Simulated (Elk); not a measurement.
Band structure of Tl (P6_3/mmc, 2 atoms in the cell).

```
CELL_PARAMETERS angstrom
      3.56519     0.00000     0.00000
     -1.78259     3.08754     0.00000
      0.00000     0.00000     5.75610
ATOMIC_POSITIONS crystal
  Tl 0.33333 0.66667 0.25000
  Tl 0.66667 0.33333 0.75000
```

Level of theory: PBE, all-electron FP-LAPW, Elk's shipped species files, APW+lo basis with extra local orbitals (Elk 10.2.4).

Settings: xctype = 20; rgkmax = 8; stype = 3; swidth = 0.00183747 Ha; ngridk = 9 9 5; gmaxvr = 14 1/bohr; nxlo = 2; lorbcnd = true; lmaxi = 2.

The starting cell comes from a database of computed structures (which also holds hypothetical and non-ambient phases and stackings), without a prior relaxation at this level. Its lattice was rescaled by a random factor within 2.5 % of one. Spin-orbit coupling is off. Values depend on the basis (sphere radii, cutoffs, local orbitals), which need not be converged.

Levels in eV from the Fermi level, bands 16 to 23:
```json
[
 {"point": "Γ", "16": "-11.03", "17": "-9.37", "18": "-5.21", "19": "-2.45", "20": "7.44", "21": "7.44", "22": "9.28", "23": "9.28"},
 {"point": "M", "16": "-10.99", "17": "-5.63", "18": "-4.54", "19": "-0.81", "20": "0.47", "21": "1.35", "22": "3.59", "23": "3.77"},
 {"point": "K", "16": "-11.03", "17": "-4.57", "18": "-4.57", "19": "-1.03", "20": "1.54", "21": "1.54", "22": "2.63", "23": "2.97"},
 {"point": "A", "16": "-11.12", "17": "-8.10", "18": "-8.10", "19": "2.92", "20": "2.92", "21": "8.31", "22": "8.31", "23": "8.31"},
 {"point": "L", "16": "-11.00", "17": "-4.75", "18": "-4.75", "19": "-1.93", "20": "-1.93", "21": "5.24", "22": "5.24", "23": "5.58"},
 {"point": "H", "16": "-11.02", "17": "-4.20", "18": "-4.20", "19": "-0.69", "20": "-0.69", "21": "0.32", "22": "0.32", "23": "6.97"}
]
```

Bands cross the Fermi level along this path, so the cell is metallic at this level.
